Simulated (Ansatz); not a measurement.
A foreign element X on all Ti sites of the top plane of rock-salt TiC (100) (six planes of the host, 1x1 cell of 9.39 Å², clean work function 4.52 eV). ΔE counts an X atom from its bulk element, the displaced Ti going to its own. E_seg is the energy of the plane on top less that of the same plane lying second, under one plane of the host, at equal numbers of atoms; a negative value keeps X outside. χ is Pauling's electronegativity. These are constructed structures, held to the host's lattice; rows with a moment ran spin-polarised from parallel moments in the plane, the only order that a 1x1 cell holds, and a change of moment is part of their E_seg. Rows without one ran without spin, though stretched planes of other d metals may be magnetic.

These are PBE (plane waves to 420 eV, PAW; Ansatz, a quantum-chemistry and plane-wave program) values and carry that method's errors.

```
X      χ  ΔE (eV)  Δφ (eV)  E_seg (eV)  moment of the cell, X on top / second (μB)
--  ----  -------  -------  ----------  ------------------------------------------
Zr  1.33     0.50    -0.81       -0.27                                           –
Sc  1.36     1.31    -0.72       -0.40                                           –
Ta  1.50     0.04    -0.99       -0.18                                           –
Nb  1.60     0.20    -0.94       -0.27                                           –
Al  1.61     2.81     0.53       -0.37                                           –
V   1.63     0.76    -0.18       -0.08                                   0.0 / 0.0
Cr  1.66     2.15     0.03       -0.07                                   1.2 / 1.6
Mo  2.16     1.29    -0.58       -0.34                                           –
Ru  2.20     3.08     0.05       -0.40                                           –
W   2.36     1.34    -0.55       -0.23                                           –
```

No prediction is posed: with the row of V, drawn by lot, set aside, none of the pairs tried (Δφ and E_seg against χ, E_seg against ΔE) correlates at 0.6.

Work function. Over these 10 rows Δφ correlates with χ at r = 0.22. It runs from -0.99 eV (Ta) to 0.53 eV (Al), that is from 3.53 to 5.05 eV in all.

Place. E_seg is below −0.05 eV, so that the full plane is lower on top, for Zr, Sc, Ta, Nb, Al, V, Cr, Mo, Ru, W; above 0.05 eV, so that it is lower under one plane of the host, for none.

ΔE is negative for no element of this table. Alloying within the plane, relief of strain and larger cells were not tried.

Left out: 10 runs of this family that did not converge or found no flat vacuum level.
